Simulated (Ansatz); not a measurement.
MgO (R-3m, No. 166, 16 atoms in the cell; start mp-1180973; a measured phase of this formula has another space group) was calculated with PBEsol in Ansatz (PAW).

Settings: plane-wave cutoff 520 eV, 14×14×14 k mesh, Fermi–Dirac smearing 0.01 eV, scalar-relativistic PAW data made under PBE.

Cell (relaxed with PBEsol):

```
MgO
1.0
    1.48400     0.85679    19.79345
   -1.48400     0.85679    19.79345
    0.00000    -1.71358    19.79345
Mg O
8 8
Cartesian
  0.00000   0.00000  22.30503
  0.00000   0.00000  37.07531
  0.00000   0.00000  47.04685
  0.00000   0.00000  12.33348
  0.00000   0.00000  54.35690
  0.00000   0.00000   5.02344
  0.00000   0.00000  29.69017
  0.00000   0.00000   0.00000
  0.00000   0.00000   8.67839
  0.00000   0.00000  50.70195
  0.00000   0.00000  26.03531
  0.00000   0.00000  33.34503
  0.00000   0.00000  18.57851
  0.00000   0.00000  40.80183
  0.00000   0.00000  15.98488
  0.00000   0.00000  43.39546
```

Problem. What does this level give for the band gap and smallest direct gap on the k points sampled?

Solution. 
- band gap: 4.01 eV
- smallest direct gap on the k points sampled: 4.02 eV

Computed values are for the static lattice.

Computing time: roughly 6 core-minutes.

A start named mp-… is a Materials Project structure, which need not be a measured phase.

Ansatz is an electronic-structure program.
